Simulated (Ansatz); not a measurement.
Take Os in the hcp (Mg type) structure (space group P6_3/mmc, No. 194; a = 2.755 Å, c = 4.344 Å) as the base.

Method: PBE, PAW, 420 eV (Ansatz, a quantum-chemistry and plane-wave program; scalar-relativistic without spin-orbit coupling).

One change was made to it. Results:

The density goes up by 0.165 g/cm³, from 22.13 g/cm³ to 22.29 g/cm³; the shortest interatomic distance shrinks by 0.006 Å (2.692 Å → 2.686 Å).

Problem. Name the change that was made.
A) pressure 3 GPa
B) pressure 100 GPa
C) pressure −2 GPa

Solution. A, pressure 3 GPa. For comparison, the density in the other runs: pressure 100 GPa gives 26.20 g/cm³; pressure −2 GPa gives 22.01 g/cm³.

Load acts through the strain it causes; cell and atoms are relaxed under it. Whether these cells are dynamically stable was not tested. Competing high-pressure phases were not computed. The final runs are not spin-polarised.
